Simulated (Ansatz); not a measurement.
The starting structures come from a database of crystals and need not be the phases stable at ambient conditions.

By PBEsol, the system below comes out a metal.

A figure of merit of an interconnect metal is its ballistic conductance per area.

Data:

```xyz
2
Lattice="4.0629 0.0000 0.0000 0.0000 5.7457 0.0000 0.0000 2.8729 2.8729" Properties=species:S:1:pos:R:3 pbc="T T T"
Sr     0.0000     0.0000     0.0000
Tl     2.0314     2.8729     0.0000
```

Space group of this cell: Pm-3m, CsCl type. The cell is taken as given; by PBEsol its mean pressure is -0.9 GPa.

The current flows along the normal of the first two printed cell vectors, the (110) plane of the conventional cell. No spin-orbit coupling; the value is a mean over 0.1 eV about the Fermi level.

Problem. State the ballistic conductance per area according to PBEsol (Ansatz, a first-principles code).

Solution. 0.55 × 10¹⁵ S/m² for both spins.
